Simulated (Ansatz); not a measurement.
Ni on the 1x1 (10-10) surface of wurtzite ZnO (cut with top plane O + Zn), one in a 2x1 cell, energies for each (34.7 Å²). Energies are against an atom of fcc Ni, ferromagnetic, without zero-point or thermal terms; each row is named by its start (#2, #3: further inequivalent places of a kind). No converged result for: 4 more starts.

Host crystal: wurtzite ZnO, with a band gap (PBE, scalar-relativistic without spin-orbit coupling).

Level of theory: PBE (plane waves to 420 eV, PAW; Ansatz, a program for electronic structure).

Model: 33-atom slab, 9.4 Å thick at the start under the adsorbate (thin: gaps and levels are the slab's own), 3x4x1 mesh, Fermi-Dirac 0.01 eV, dipole correction, 16 atoms held, the rest relaxed; each run with such symmetry as its start has; spin-polarised, no spin-orbit, no U, no dispersion correction.

A negative adsorption energy means that the adsorbate is more stable on the surface than in its reference. Starts that drift may end in the same place. Heights count from the host atoms within 0.3 Å of the top one. Moments of ungapped slabs depend on the mesh.

```tsv
starting site	E_ads (eV)	height (Å)	nearest host atom (Å)	bonded to	change of the vacuum step (eV)	lateral drift (Å)	moment (μB)
top O	2.62	1.65	O 1.76	O + Zn	-1.16	0.5	0.2
top Zn	2.62	1.65	O 1.76	O + Zn	-1.16	1.4	0.2
top Zn #2	2.48	0.96	O 1.90	2 O + 3 Zn	-0.80	0.9	0.8
over O at depth 0.9 Å	2.88	[?]	O 1.85	O + 3 Zn	[?]	0.7	0.0
```

### Question
Fill in the missing entries.

### Answer

- over O at depth 0.9 Å, height (Å): 0.68
- over O at depth 0.9 Å, change of the vacuum step (eV): -0.49
